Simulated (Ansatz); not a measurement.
Defect migration in zinc-blende AlP: interstitial Mg, charge state +2. Calculation: PBE, PAW (plane waves to 420 eV; Ansatz, a quantum-chemistry and plane-wave program).

Cell of 64 host sites held at the relaxed PBE lattice; a 2×2×2 k-point mesh shifted by half a step; Fermi-Dirac width 0.01 eV, spin-restricted; finite-size errors left in. No zero-point or tunnelling terms. The charge state is imposed; whether it is stable for some Fermi level was not computed. Sites that were not tried may lie lower.

Barriers: single points on a 3×3×3 k-point mesh shifted by half a step at the bands' geometries.

The step: a direct jump of one Mg atom. Atoms about the jump, Cartesian Å from the middle of the jump, before and after:

| atom | x0 | y0 | z0 | x1 | y1 | z1 |
|---|---|---|---|---|---|---|
| Mg1 | 0.69 | 0.69 | 0.69 | -0.69 | -0.69 | -0.69 |
| P2 | 2.10 | -0.72 | -0.72 | 2.03 | -0.69 | -0.69 |
| P3 | -0.72 | 2.10 | -0.72 | -0.69 | 2.03 | -0.69 |
| P4 | -0.72 | -0.72 | 2.10 | -0.69 | -0.69 | 2.03 |
| Al5 | 0.69 | 0.69 | -2.20 | 0.83 | 0.83 | -2.21 |
| Al6 | -2.20 | 0.69 | 0.69 | -2.21 | 0.83 | 0.83 |
| Al7 | 0.69 | -2.20 | 0.69 | 0.83 | -2.21 | 0.83 |
| Al8 | -2.08 | -2.07 | -2.07 | -2.21 | -2.21 | -2.21 |
| P9 | -0.71 | -0.71 | -3.46 | -0.69 | -0.69 | -3.41 |
| P10 | -3.47 | -0.71 | -0.71 | -3.41 | -0.69 | -0.69 |
| P11 | -0.71 | -3.46 | -0.71 | -0.69 | -3.41 | -0.69 |
| P12 | 2.10 | 2.10 | 2.10 | 2.07 | 2.07 | 2.07 |
| Al13 | 0.69 | 3.58 | 0.69 | 0.70 | 3.44 | 0.70 |
| Al14 | 0.69 | 0.69 | 3.58 | 0.70 | 0.70 | 3.44 |
| Al15 | 3.58 | 0.69 | 0.69 | 3.44 | 0.70 | 0.70 |

Question: Where do these atoms stand at the saddle point, and how high is it?

Answer: 
```json
[
 {"atom": "Mg1", "x": "-0.03", "y": "-0.02", "z": "-0.03"},
 {"atom": "P2", "x": "2.14", "y": "-0.73", "z": "-0.74"},
 {"atom": "P3", "x": "-0.74", "y": "2.15", "z": "-0.74"},
 {"atom": "P4", "x": "-0.74", "y": "-0.73", "z": "2.14"},
 {"atom": "Al5", "x": "0.81", "y": "0.80", "z": "-2.35"},
 {"atom": "Al6", "x": "-2.34", "y": "0.81", "z": "0.80"},
 {"atom": "Al7", "x": "0.79", "y": "-2.34", "z": "0.81"},
 {"atom": "Al8", "x": "-2.05", "y": "-2.04", "z": "-2.05"},
 {"atom": "P9", "x": "-0.67", "y": "-0.67", "z": "-3.45"},
 {"atom": "P10", "x": "-3.45", "y": "-0.67", "z": "-0.67"},
 {"atom": "P11", "x": "-0.67", "y": "-3.44", "z": "-0.67"},
 {"atom": "P12", "x": "2.03", "y": "2.04", "z": "2.03"},
 {"atom": "Al13", "x": "0.69", "y": "3.48", "z": "0.69"},
 {"atom": "Al14", "x": "0.69", "y": "0.69", "z": "3.47"},
 {"atom": "Al15", "x": "3.47", "y": "0.70", "z": "0.69"}
]
```
It lies 1.13 eV above the start and 0.81 eV above the end. The saddle point's order was not checked, and it lies on a symmetry element of the cell, where a band can be held.
